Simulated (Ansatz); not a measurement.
Li2BaMgP2O8 (P-3), PBEsol, rigid bands run with Ansatz (an electronic-structure program). Band gap 5.92 eV, N_c = 8.71e18 cm⁻³ and N_v = 7.21e20 cm⁻³ at 300 K, conductivity masses along x (a = (5.03, 0.00, 0.00) Å; b = (-2.52, 4.36, 0.00) Å; c = (0.00, 0.00, 7.06) Å) of 0.495 mₑ (electrons) and 3.56 mₑ (holes). Take k_BT = 0.02585 eV.

**Question.** Find the intrinsic carrier density and the intrinsic Fermi level.

**Answer.** n_i = √(N_c N_v) exp(−E_g/2k_BT) = 7.92e19 × exp(−114.50) = 1.5e-30 cm⁻³. The level lies (k_BT/2) ln(N_v/N_c) = 57 meV from mid-gap (positive towards the conduction band). Each 0.1 eV added to the gap lowers n_i by a factor of 6.9.

**Question.** What thermal injection velocity √(2k_BT/πm) limits a ballistic channel along the direction named?

**Answer.** 7.65e6 cm/s for electrons and 2.85e6 cm/s for holes, a ratio of √(m_h/m_e) = 2.68, for dilute carriers.

**Question.** A film of it is 2 nm thick, with its normal along the direction named. Estimate the confinement energies in an infinite well.

**Answer.** ħ²π²/(2m t²) = 0.376 eV·nm²/(m/mₑ × t²) gives 190 meV for electrons and 26.4 meV for holes, so the gap would widen to about 6.14 eV. Finite barriers and nonparabolic bands lower this, and with several valleys or bands the heaviest mass along the normal sets the lowest level, not this average.

Rigid bands with the computed gap; masses take one relaxation time for all states. Spin-orbit coupling is left out; where it splits the top of the valence band, N_v and the p-type Seebeck coefficient come out somewhat high without it.

Computed structure with no diffraction record at hand here (it may be known, metastable or hypothetical): Li2BaMgP2O8 (P-3).
